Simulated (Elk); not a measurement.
Band structure of La3InN (Pm-3m, 5 atoms in the cell).

```
La3InN
1.0
    5.01248     0.00000     0.00000
    0.00000     5.01248     0.00000
    0.00000     0.00000     5.01248
La In N
3 1 1
Direct
  0.50000   0.50000   0.00000
  0.00000   0.50000   0.50000
  0.50000   0.00000   0.50000
  0.00000   0.00000   0.00000
  0.50000   0.50000   0.50000
```

Method of the run: LDA (PW92), all-electron FP-LAPW, Elk's shipped species files, APW+lo basis with extra local orbitals run with Elk.

Settings: xctype = 3; rgkmax = 7.5; stype = 0; swidth = 0.00499791 Ha; ngridk = 7 7 7; gmaxvr = 14 1/bohr; nxlo = 2; lorbcnd = true; rmtscf = 0.97; lmaxi = 3.

The starting cell comes from a database of computed structures (which also holds hypothetical and non-ambient phases and stackings), without a prior relaxation at this level. Its lattice was rescaled by a random factor within 2.5 % of one. Values depend on the basis (sphere radii, cutoffs, local orbitals), which need not be converged.

Levels in eV from the Fermi level, bands 26 to 33:
```tsv
point	26	27	28	29	30	31	32	33
Γ	-0.82	-0.82	-0.81	-0.81	-0.81	0.99	0.99	0.99
X	-1.59	-0.65	-0.65	-0.51	0.77	1.28	1.58	1.78
M	-1.38	-1.16	-1.16	1.23	1.23	1.26	1.26	1.67
R	0.45	0.45	0.45	0.99	0.99	0.99	1.58	1.58
```

Bands cross the Fermi level along this path, so the cell is metallic at this level.
